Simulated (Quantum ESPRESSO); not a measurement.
**Several settings converged on Na (Im-3m, 1 atom in the cell)**

```
CELL_PARAMETERS angstrom
      2.14065     2.14065     2.14065
     -2.14065     2.14065     2.14065
     -2.14065    -2.14065     2.14065
ATOMIC_POSITIONS crystal
  Na 0.00000 0.00000 0.00000
```

Base method: PBE, PseudoDojo stringent norm-conserving (PBE) pseudopotentials (plane waves; Quantum ESPRESSO 7.5).

Base settings: ecutwfc = 90 Ry; occupations = smearing; smearing = fermi-dirac; degauss = 0.0073499 Ry; potentials = {Na: Na.upf}; K_POINTS = automatic 11 11 11 0 0 0; conv_thr = 1e-09 Ry.

The count of work is k-points × plane waves × bands × iterations; it is no time. Core times come from one kind of shared machine, to one figure; runs under 30 s give none.

**The k-point mesh at a smearing width of 0.05 eV**

In this ladder: degauss = 0.0036749 Ry.

The second cell is the first with its lattice scaled by 0.98.

Only quantities that move along the ladder and can be compared are tabulated.

| K_POINTS | free energy less the last step's (meV/atom) | energy of the compressed cell less the first (meV/atom) | pressure (GPa) | count of work / last | core time / last (rough) |
|---|---|---|---|---|---|
| automatic 4 4 4 0 0 0 | 97.43 | 1.49 | -0.12 | 0.028 | – |
| automatic 5 5 5 0 0 0 | 1.11 | -2.55 | -0.39 | 0.035 | – |
| automatic 6 6 6 0 0 0 | 27.91 | -1.48 | -0.32 | 0.056 | – |
| automatic 8 8 8 0 0 0 | 8.09 | -2.52 | -0.38 | 0.10 | – |
| automatic 12 12 12 0 0 0 | 1.40 | -2.77 | -0.40 | 0.25 | 0.3 |
| automatic 17 17 17 0 0 0 | 0.08 | -2.86 | -0.41 | 0.58 | 0.6 |
| automatic 21 21 21 0 0 0 | 0.00 | -2.87 | -0.41 | 1.0 | 1 |

Coarsest K_POINTS that holds the energy of the compressed cell less the first within 2 meV/atom of the last step, with all finer ones: automatic 5 5 5 0 0 0, at 0.035 of the last step's count of work; the step before is off by 4.4 meV/atom.

Coarsest K_POINTS that holds the free energy within 1 meV/atom of the last step, with all finer ones: automatic 17 17 17 0 0 0; the step before is off by 1.4 meV/atom.

Coarsest K_POINTS that holds the pressure within 0.2 GPa of the last step, with all finer ones: automatic 5 5 5 0 0 0, at 0.035 of the last step's count of work; the step before is off by 0.29 GPa.

The energy difference between the two cells stays within 1 meV/atom of the last step's from automatic 8 8 8 0 0 0 on, the total only from automatic 17 17 17 0 0 0 on: much of the error is common to both cells and cancels.

**The width of cold smearing**

In this ladder: smearing = marzari-vanderbilt; K_POINTS = automatic 18 18 18 0 0 0.

Narrow widths need finer meshes than wide ones, so the last steps can hold mesh noise.

Only quantities that move along the ladder and can be compared are tabulated; pressure and forces are left out, as mesh noise rules them at narrow widths.

```tsv
degauss	free energy less the last step's (meV/atom)	core time / last (rough)
0.073499 Ry	-11.41	1
0.036749 Ry	-1.10	1
0.02205 Ry	-0.02	1
0.0147 Ry	0.05	1
0.0073499 Ry	0.00	1
```

Widest degauss that holds the free energy within 1 meV/atom of the last step, with all finer ones: 0.02205 Ry; the step before is off by 1.1 meV/atom.

On the base run: the starting cell has typed, rounded lattice constants, without a prior relaxation at this level. Its lattice was rescaled by up to half a per cent.

Left out of this page: 2 runs of the series outside the window shown, repeating another row's setting, or not comparable.
